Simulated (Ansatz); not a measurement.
# LiCl, response to strain

Take LiCl in the rock salt structure (space group Fm-3m, No. 225; a = 5.064 Å) as the base. Axes: x, y, z lie along the cube axes.

Strains are applied to the cell and any free atomic positions relax.

Computed with PBEsol in Ansatz (plane waves to 420 eV, PAW, spin-orbit coupling left out).

Candidates:
(a) uniaxial strain ε_zz = +2.50 %
(b) uniaxial strain ε_zz = +1.50 %
(c) uniaxial strain ε_zz = +1.00 %
(d) uniaxial strain ε_zz = −2.00 %

For the base:

The band gap is 6.35 eV.

### Question
Order them by band gap, highest first.

### Answer
(d) uniaxial strain ε_zz = −2.00 % (6.45 eV), (c) uniaxial strain ε_zz = +1.00 % (6.27 eV), (b) uniaxial strain ε_zz = +1.50 % (6.24 eV), (a) uniaxial strain ε_zz = +2.50 % (6.16 eV)

Stability against distortions was not tested.

Ansatz is an electronic-structure program.
